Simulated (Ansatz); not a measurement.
How far PBE and PBEsol part for hypothetical CsCl type NbAs, 7 layers

Take NbAs in the CsCl type structure (space group Pm-3m, No. 221; a = 3.218 Å; a hypothetical phase, not in the database extracts checked) as the base. Axes: x, y, z lie along the cube axes.

(Cell as relaxed with PBE.)

Levels (all Ansatz, a quantum-chemistry and plane-wave program, PAW): PBE (420 eV, no spin-orbit coupling); PBEsol (420 eV, no SOC).

Each level relaxes its own structure.

```csv
base,PBE,PBEsol
volume per atom,16.66 Å³,16.08 Å³
lattice parameter a,3.218 Å,3.180 Å
band gap,zero,zero
```

The change: a free-standing slab of 7 layers (14 atoms, 2 a layer) is cut normal to [110], with 15 Å of vacuum and the in-plane cell held at bulk.

| quantity | PBE | PBEsol |
|---|---|---|
| excess energy per area of both faces (slab less bulk energy over the cell's area: twice a surface energy) (uncertain by up to 0.2 J/m²) | 1.9 J/m² | ___ |
| shortest interatomic distance | 2.636 Å | ___ |
| band gap | zero | ___ |

What does PBEsol give?


- excess energy per area of both faces (slab less bulk energy over the cell's area: twice a surface energy) (uncertain by up to 0.2 J/m²), PBEsol: 2.5 J/m²
- shortest interatomic distance, PBEsol: 2.610 Å
- band gap, PBEsol: zero

PBE's excess energy per area of both faces lies 0.6 J/m² below PBEsol's; PBE's shortest interatomic distance lies 0.0253 Å above PBEsol's (1.0 %); the two agree on the band gap. Neither level is exact; PBEsol is the comparison here, not a measurement.

Slab and bulk use different k-meshes, which limits the precision of the excess energy. Whether these cells are dynamically stable was not tested. The final runs are not spin-polarised.
